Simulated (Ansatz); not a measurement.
Start from BaMnO₃ in the cubic perovskite structure (space group Pm-3m, No. 221; ferromagnetic; a cell from a computed database, its experimental status unchecked).

```
BaMnO3
1.0
    3.88082     0.00000     0.00000
    0.00000     3.88082     0.00000
    0.00000     0.00000     3.88082
Ba Mn O
1 1 3
Direct
  0.50000   0.50000   0.50000
  0.00000   0.00000   0.00000
  0.50000   0.00000   0.00000
  0.00000   0.50000   0.00000
  0.00000   0.00000   0.50000
```

Cartesian axes are those of the cell as printed.

The values are results of PBEsol/PAW in Ansatz (a first-principles code), scalar-relativistic without spin-orbit coupling, not measurements.

Modification: an isotropic linear strain of −1.34 %, atoms relaxed at fixed cell.

**Question.** Predict the stress tensor and what it implies for the stiffness.

**Answer.** Stress of the strained cell less that of the base (GPa, compression positive):
```
    7.8     0.0     0.0
    0.0     7.8     0.0
    0.0     0.0     7.8
```

Then B = −ΔP/(ΔV/V₀) with ΔV/V₀ = -0.0397 gives secant stiffness values (nonlinear terms included at this strain): B ≈ 196 GPa.

As a check, the harmonic strain energy −½ V₀ Δσ:ε is 11 meV/atom; the computed energy rise is 11 meV/atom.

Whether these cells are dynamically stable was not tested. No Hubbard U is applied and the magnetic state is the run's own (BaMnO3 ferromagnetic); small cells can't hold the antiferromagnetic order that many such compounds have, so gaps and moments can be off. Many cubic perovskites are stable only at high temperature; tilts and polar distortions were not tested.
